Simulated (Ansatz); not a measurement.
Results of LDA in Ansatz (PAW) for CsCl-type AlRh (cell taken from a computed entry).

Numerical settings: plane-wave cutoff 500 eV, 18×18×18 k mesh, Fermi–Dirac smearing 0.1 eV, no spin polarisation, scalar-relativistic PAW data made under PBE.

Computed at the level's own relaxed cell.

**Question.** What does this level give for the volume per atom and equilibrium lattice constant a?

**Answer.** 
volume per atom: 12.82 Å³/atom
equilibrium lattice constant a: 2.949 Å

The run finds no gap.

Note: the relaxation could not lower the start's symmetry, so the cell can be a saddle point above a distorted one.

The computed numbers hold no vibrational or temperature effects.

Ansatz is a quantum-chemistry and plane-wave program.
